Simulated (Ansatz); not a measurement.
Rutile MgH2

All values below come from PBEsol (PAW; Ansatz, a first-principles code).

Settings: plane-wave cutoff 500 eV, 6×6×1 k mesh (along the axes of the cell as run), gaussian smearing 0.02 eV, scalar-relativistic PAW data made under PBE.

Cell: relaxed at this level.

* **surface energy of the (101) face**: 0.66 J/m²
* **ionisation potential of the slab**: 5.50 eV

The slab of 36 atoms is relaxed and unreconstructed.

Static lattice: no zero-point or thermal effects.

It cost roughly 13 core-minutes of CPU time.
